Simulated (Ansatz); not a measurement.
## Carrier properties of MgSe (Fm-3m)

Given:

```yaml
crystal:
  lattice:
    - [0.00000, 2.69856, 2.69856]
    - [2.69856, 0.00000, 2.69856]
    - [2.69856, 2.69856, 0.00000]
  atoms:
    - { symbol: Mg, position: [0.00000, 0.00000, 0.00000] }
    - { symbol: Se, position: [0.50000, 0.50000, 0.50000] }
```

All values below come from PBEsol with spin-orbit coupling, rigid bands (plane waves, PAW; Ansatz, a quantum-chemistry and plane-wave program). Condition of this run: hydrostatic pressure 2 GPa (the target of the relaxation). Geometry: cell and atoms relaxed with PBEsol, then loaded as said.

```yaml
band_gap: 1.68 eV
electron conductivity mass (300 K, dilute): 0.30 mₑ
hole conductivity mass (300 K, dilute): 0.92 mₑ
effective density of states N_c (300 K): 1.3e19 cm⁻³
effective density of states N_v (300 K): 4.8e19 cm⁻³
density_of_states_mass_electrons: 0.63 mₑ
density_of_states_mass_holes: 1.55 mₑ
Seebeck coefficient, n-type 1e19 cm⁻³, 300 K: -241 μV/K
best n-type power factor at 300 K for τ = 10 fs (best axis; densities from 1e16 to 1e21 cm⁻³ tried, whether or not they can be reached): 7.0 μW/(cm·K²) at 3e19 cm⁻³
Seebeck coefficient, p-type 1e19 cm⁻³, 300 K: 355 μV/K
```

Rigid bands; masses and Seebeck coefficients take one relaxation time τ for all states and one kind of carrier; polarons and phonon drag are left out.
